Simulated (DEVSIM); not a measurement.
Structure: Al0.2Ga0.8As/GaAs n-p heterojunction, at 250 K.

Layer 1 from the left is Al0.2Ga0.8As, thickness (μm) 0.550, Nd (cm⁻³) 1.4e16, τn (s) 2.8e-9, τp (s) 2.8e-9. Layer 2 from the left is GaAs, thickness (μm) 0.130, Na (cm⁻³) 2.5e16, τn (s) 8.4e-11, τp (s) 2.8e-9.

Left contact: ohmic. Right contact: ohmic. Voltage is applied to the left contact. Recombination: SRH at mid-gap, radiative, Auger. Mobility is μmin + (μ − μmin)/(1 + (N/Nref)^α).

This is a model device: material constants are rounded textbook-type values typed into the input, and sizes, dopings and lifetimes were drawn at random. Values at 300 K; Nc and Nv go as T^1.5, mobilities as T to minus their exponent, the gap by Varshni's rule with the affinity fixed.

Al0.2Ga0.8As: gap (eV) 1.6734, affinity (eV) 3.912, permittivity 12.33, Nc (cm⁻³) 6.04e17, Nv (cm⁻³) 9e18, μn (cm²/Vs) 4980, μp (cm²/Vs) 250, μn,min 500, μp,min 20, Nref,n 6e16, Nref,p 1.5e17, αn 0.39, αp 0.38, T exponent of μn 2.1, T exponent of μp 2.2, B (cm³/s) 2e-10, Cn (cm⁶/s) 1e-30, Cp (cm⁶/s) 1e-30, Varshni α (eV/K) 0.000541, Varshni β (K) 204. GaAs: gap (eV) 1.424, affinity (eV) 4.07, permittivity 12.9, Nc (cm⁻³) 4.7e17, Nv (cm⁻³) 9e18, μn (cm²/Vs) 8500, μp (cm²/Vs) 400, μn,min 500, μp,min 20, Nref,n 6e16, Nref,p 1.5e17, αn 0.39, αp 0.38, T exponent of μn 2.1, T exponent of μp 2.2, B (cm³/s) 2e-10, Cn (cm⁶/s) 1e-30, Cp (cm⁶/s) 1e-30, Varshni α (eV/K) 0.000541, Varshni β (K) 204.

Simulated with DEVSIM: 1D drift-diffusion, Boltzmann statistics, complete ionisation; no tunnelling, impact ionisation, image-force lowering or self-heating. Band offsets follow the typed affinities; no thermionic-emission limit at abrupt steps, no polarisation charge.

Problem. What does the simulation give for the potential step across the device at zero bias, the largest field in the device at zero bias, the dark forward voltage at 100 A/cm², the dark forward voltage at 1 A/cm²?

Solution. potential step across the device at zero bias 1.408 V; largest field in the device at zero bias 61000 V/cm; dark forward voltage at 100 A/cm² 1.152 V; dark forward voltage at 1 A/cm² 1.022 V.
